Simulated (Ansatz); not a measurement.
A user runs Ansatz (a program for electronic structure) on V₃Os (Fm-3m, 4 atoms in the cell) and asks whether the run is sound. The aim is a self-consistent single point with DFT, LDA (PW92), plane waves, default PAW files made with PBE.

Input:

Ansatz 0.2 input:
```yaml
# V3Os
crystal:
  lattice:
    - [0.000000, 1.576601, 1.576601]
    - [1.576601, 0.000000, 1.576601]
    - [1.576601, 1.576601, 0.000000]
  atoms:
    - { symbol: V, position: [0.250000, 0.250000, 0.250000] }
    - { symbol: V, position: [0.750000, 0.750000, 0.750000] }
    - { symbol: V, position: [0.500000, 0.500000, 0.500000] }
    - { symbol: Os, position: [0.000000, 0.000000, 0.000000] }
basis:
  ecutwfc: 420.0
kpoints:
  mp_grid:
    grid: [13, 13, 13]
hamiltonian:
  xc: lda
  pseudopotentials:
    kind: paw
scf:
  occupations:
    method: fermi_dirac
    width: 0.05
output:
  forces: true
  eigenvalues: true
  stress: true
```

Log, with long lists cut:

```
WARN ansatz: RAYON_NUM_THREADS=1 ignored (pool sized by the plan → 1); use --threads N
Pseudopotentials: kind: paw
Pseudopotential: V, paw, valence charge 13
Pseudopotential: Os, paw, valence charge 16
Crystal: 4 atoms, lattice volume = 7.838 Å³
Basis set: ecut = 420 eV, 169 PW (Γ)
Bands: 33, of which v1, the nominal top of the filled ones, is band 28 counted from 1 (27 counted from 0)
Symmetry: 48 space group operations
Space group: Fm-3m (ITA 225), of the structure as read, at distance tolerance 2.0e-5 Å
k-points: 84 of 2197
PAW frozen core: V, regenerated for the run's functional, and the local potential with it
PAW frozen core: Os, regenerated for the run's functional, and the local potential with it
Initial density: superposition of atomic densities (neutral atoms: chi_scale 0, normalization atom), corrected by the library's trained network
Initial wavefunctions: pseudopotential atomic-orbital guess
Eigensolver: davidson
Functional: x = slater, c = lda
SCF iter   1: F=—  HF=-22302.644914 eV  |F-HF|=—  |Δ(HF+E_count)|=         —  Δρ=1.18e1  dr2=7.08e3  ethr=1.77e-3  ⟨swp⟩=90.0  Hψ=97291  notcnv=10  defer=220
all-band conjugate gradients solve this SCF's bands
preconditioner: auto → none
SCF iter   2: F=—  HF=-18753.236337 eV  |F-HF|=—  |Δ(HF+E_count)|=    3.55e3  Δρ=2.20e0  dr2=8.33e1  ethr=1.77e-3  ⟨swp⟩=27.0  Hψ=42622  notcnv=0  defer=178
   [... lines left out ...]
SCF iter   9: F=—  HF=-19166.413144 eV  |F-HF|=—  |Δ(HF+E_count)|=   2.95e-5  Δρ=5.48e-4  dr2=1.18e-5  ethr=6.53e-7  ⟨swp⟩=4.7  Hψ=7329  notcnv=0  defer=62
SCF iter  10: F=—  HF=-19166.413131 eV  |F-HF|=—  |Δ(HF+E_count)|=   1.37e-5  Δρ=6.44e-5  dr2=1.75e-7  ethr=2.14e-8  ⟨swp⟩=4.4  Hψ=7351  notcnv=0  defer=62
SCF iter  11: F=-19166.413131 eV  HF=-19166.413131 eV  |F-HF|=3.10e-8  |Δ(HF+E_count)|=   8.35e-7  Δρ=2.46e-5  dr2=2.86e-8  ethr=1.82e-10  ⟨swp⟩=30.8  Hψ=35839  notcnv=0
SCF 1 converged in 11 iterations: F = -19166.413131 eV  dr2 = 2.86e-8
Free energy (F): -19166.413131 eV
Internal energy: -19166.403943 eV  (E = F + TS)
E sigma→0 (E₀):  -19166.408537 eV
Entropy (-TS):   -0.009188 eV (-2.297 meV/atom)
Fermi energy:    126.360659 eV
--- Forces (eV/Å), atoms counted from 1 ---
  atom   1  V      0.00000000    -0.00000000     0.00000000
   [... zero for the other atoms too ...]
--- Stress (GPa, compression-positive) ---
    21067.553662       0.000000      -0.000000
        0.000000   21067.553662       0.000000
        0.000000       0.000000   21067.553662
  P = ⅓ Tr σ = 21067.5537 GPa (210675.537 kbar)
  The stress holds the Pulay correction. Without it, at fixed plane waves, as pw.x and ABINIT print it: P = 20985.1482 GPa
```

### Question
Can these results be used? Check the input.

### Answer
The run is not sound. The fault is this: lattice multiplied by the bohr radius once too often. Bohr and ångström differ by a factor of 1.89; the cell that the program reads is then far too large or far too small. To fix it, give the lengths in the unit that the key or card expects. The run converged in 11 iterations without an error; against the sound input the free energy rises by 134 eV/atom and the pressure goes from -10.41 to 21070 GPa.

An input that runs soundly differs in these lines (not the only fix; some lines may just follow from the change or write a value another way):
```diff
-    - [0.000000, 1.576601, 1.576601]
-    - [1.576601, 0.000000, 1.576601]
-    - [1.576601, 1.576601, 0.000000]
+    - [0.000000, 2.979345, 2.979345]
+    - [2.979345, 0.000000, 2.979345]
+    - [2.979345, 2.979345, 0.000000]
```

With that input, the run converged in 7 iterations: free energy E − TS (on the zero of these files) -19701.2322 eV; Fermi level (on the code's own zero) 19.35 eV; pressure -10.41 GPa (DFT, LDA (PW92), plane waves, default PAW files made with PBE).

On the sound input: the starting cell comes from a database of computed structures (which also holds hypothetical and non-ambient phases and stackings), without a prior relaxation at this level. Its lattice was rescaled by a random factor within 2.5 % of one. Spin-orbit coupling is off. Spin polarisation is off. With a pressure of about -10 GPa the cell is away from its equilibrium volume at this level. Ansatz's pressure includes its estimate of the finite-basis (Pulay) stress.
